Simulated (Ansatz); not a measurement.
The starting structures come from a database of crystals and need not be the phases stable at ambient conditions.

 Where the default PAW files enter, the runs use the earlier of Ansatz's two default sets.

The decay constant κ of evanescent states in the gap governs leakage through a thin film.

Given:

```xyz
6
Lattice="5.2423 0.0000 0.0000 2.6212 4.7114 0.0000 2.6212 0.0000 2.6747" Properties=species:S:1:pos:R:3 pbc="T T T"
Ti     0.0000     0.0000     0.0000
Ti     6.5529     2.3557     1.3373
O      6.5529     0.4038     1.3373
O      2.6212     2.7594     0.0000
O      5.2423     1.9519     0.0000
O      6.5529     4.3076     1.3373
```

Space group of this cell: Fddd. The cell is strained (lengths across the current scaled by 0.98, ions clamped); by r2SCAN its mean pressure is 8.8 GPa.

Transport runs along the normal of the first two printed cell vectors.

The gap is the functional's own, uncorrected, and κ follows it; spin-orbit coupling is left out. Mid-gap values are interpolated between the computed energies.

Problem. Estimate the band gap and the smallest decay constant κ at mid-gap that r2SCAN run with Ansatz (a quantum-chemistry and plane-wave program) returns for this system.

Solution. Gap 2.61 eV on a 12×12×12 mesh; κ = 0.281 1/Å, at the zone centre.
